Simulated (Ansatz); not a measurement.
Cubic perovskite CsPbBr3 (cubic high-temperature phase) was calculated with PBEsol in Ansatz (plane waves, PAW).

Run with plane-wave cutoff 520 eV, 6×6×6 k mesh, Fermi–Dirac smearing 0.01 eV, scalar-relativistic PAW data made under PBE.

The volume scan:

| V (Å³/atom) | E − E_lowest (meV/atom) | P (GPa) |
|---|---|---|
| 38.067 | 11.02 | 1.543 |
| 38.877 | 4.71 | 0.968 |
| 39.687 | 1.13 | 0.456 |
| 40.497 | 0.00 | 0.000 |
| 41.307 | 1.05 | -0.407 |
| 42.117 | 4.04 | -0.769 |
| 42.927 | 8.75 | -1.091 |

### Question
Estimate the bulk modulus from the pressures at 39.687 and 41.307 Å³/atom, and compare it with a fit to all energies.

### Answer
B = −V dP/dV. Between V = 39.687 and 41.307 Å³/atom, dP/dV = (-0.407 − (0.456))/(41.307 − 39.687) = -0.533 GPa per Å³/atom; at the midpoint 40.497 Å³/atom this gives B ≈ 21.6 GPa. The third-order Birch–Murnaghan fit gives V0 = 40.497 Å³/atom, B0 = 21.5 GPa, B′ = 4.8, which lies within 1 % of that estimate.

Note: the relaxation could not lower the start's symmetry, so the cell can be a saddle point above a distorted one.

Spin–orbit coupling is not included; it can shift volumes and moduli of such heavy elements.

Ansatz is a first-principles code.
